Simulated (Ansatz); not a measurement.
**Effect of strain tensor (xx, yy, zz, yz, xz, xy) = (+0.94, +0.80, +1.30, −0.35, +0.19, −1.22) % on Hf**

Consider Hf in the hcp (Mg type) structure (space group P6_3/mmc, No. 194; a = 3.1983 Å, c = 5.0488 Å; relaxed with 0.1 eV smearing). Axes: x lies along a and z along c of the hexagonal cell.

Perturbation: the symmetric strain tensor [0.0094 -0.0121 0.0019; -0.0121 0.0080 -0.0035; 0.0019 -0.0035 0.0130], atoms relaxed at fixed cell.

Computed with r2SCAN (Ansatz, an electronic-structure program; PAW; 500 eV plane waves; no spin-orbit coupling). Γ-centred 21×21×12 mesh, Fermi–Dirac width 0.1 eV.

The volume per atom grows by 0.683 Å³ (22.36 Å³ → 23.05 Å³) and the space group becomes P-1 (No. 2) (base: P6_3/mmc (No. 194)). The shortest interatomic distance grows by 0.020 Å, from 3.128 Å to 3.148 Å and the energy goes up by 9.5 meV/atom. The pressure (mean of the normal stresses, compression positive) goes from zero to -3.1 GPa and the band gap is still zero. The stress (xx, yy, zz, yz, xz, xy; compression positive) amounts to (-3.1, -2.8, -3.6, 0.4, -0.2, 1.3) GPa.

Final structure:

```
CELL_PARAMETERS angstrom
      3.22835    -0.03886     0.00592
     -1.64783     2.81139    -0.01265
      0.00934    -0.01767     5.11446
ATOMIC_POSITIONS crystal
  Hf 0.33870 0.66664 0.74999
  Hf 0.66130 0.33336 0.25001
```

Cost of the whole job for the changed cell (relaxation, final SCF and bands): around 30 core-minutes (rough).

Stability against distortions was not tested. The final runs are not spin-polarised.
